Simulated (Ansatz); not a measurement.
We consider rutile MgH₂, described by PBE in Ansatz (plane waves, PAW).

Numerical settings: plane-wave cutoff 520 eV, 8×8×12 k mesh (along the axes of the cell as run), Fermi–Dirac smearing 0.01 eV, scalar-relativistic PAW data made under PBE.

The cell has the measured lattice parameters. Conventional cell: a = 4.5010 Å, b = 4.5010 Å, c = 3.0100 Å, α = 90.00°, β = 90.00°, γ = 90.00°.

```
MgH2
1.0
    4.50100     0.00000     0.00000
    0.00000     4.50100     0.00000
    0.00000     0.00000     3.01000
Mg H
2 4
Direct
  0.00000   0.00000   0.00000
  0.50000   0.50000   0.50000
  0.30600   0.30600   0.00000
  0.80600   0.19400   0.50000
  0.19400   0.80600   0.50000
  0.69400   0.69400   0.00000
```

Question: List the 8 lowest band energies at Γ above −25 eV (eV, relative to the valence band maximum), grouping those that round alike.

Answer: At Γ: -6.45, -1.42 (×2), -0.48, 4.74, 5.14, 9.18 (×2).

Note: cell and atoms aren't relaxed at this level (largest force component 0.04 eV/Å, pressure 0.4 GPa).

Ansatz is a first-principles code.
